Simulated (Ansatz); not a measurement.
The reference is MgO in the rock salt structure (space group Fm-3m, No. 225; a = 4.204 Å).

The values are results of r2SCAN, PAW, 500 eV (Ansatz, a quantum-chemistry and plane-wave program; no spin-orbit coupling), not measurements.

For the base:

- Hole mass: 0.42, 2.1, 2.1 mₑ (at Γ)
- Band gap: 5.68 eV
- Lattice parameter a: 4.204 Å
- Smallest direct gap: 5.68 eV
- Gap character: direct at Γ

The change: Se takes the place of O on all its sites, then cell and atoms are relaxed.

Task: Predict the new hole mass, band gap, lattice parameter a, smallest direct gap and gap character.

Result: The hole mass (degenerate bands, along [100]) becomes 0.20, 0.79, 0.79 mₑ (at Γ) (base: 0.42, 2.1, 2.1 mₑ (at Γ)); the band gap shrinks by 3.207 eV, from 5.68 eV to 2.48 eV; the lattice parameter a grows by 1.268 Å, from 4.204 Å to 5.472 Å; the smallest direct gap shrinks by 2.24 eV, from 5.68 eV to 3.44 eV; the gap character becomes indirect, Γ → X (base: direct at Γ).

Masses are band curvatures over ±0.01 Å⁻¹ around the edge. Whether these cells are dynamically stable was not tested.
